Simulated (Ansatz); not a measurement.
Consider W in the bcc (W type) structure (space group Im-3m, No. 229; a = 3.184 Å; relaxed with 0.1 eV smearing).

Method: plane-wave PAW DFT at the PBE level (Ansatz, a first-principles code, 420 eV), scalar-relativistic without spin-orbit coupling.

Base values:

The pressure comes out as 0.0 GPa and the band gap comes out as zero.

One thing is altered: the cell is scaled by 1.0150 in all directions, atoms relaxed at fixed cell.

Task: What does the calculation give for the pressure after the change?

Result: The pressure goes from zero to -12.3 GPa.

Task: What does the calculation give for the energy relative to the base after the change?

Result: The energy grows by 29 meV/atom.

Task: Estimate the effect on the band gap.

Result: The band gap remains zero.

The cells carry an imposed strain or load. Whether these cells are dynamically stable was not tested. All final runs are without spin polarisation.
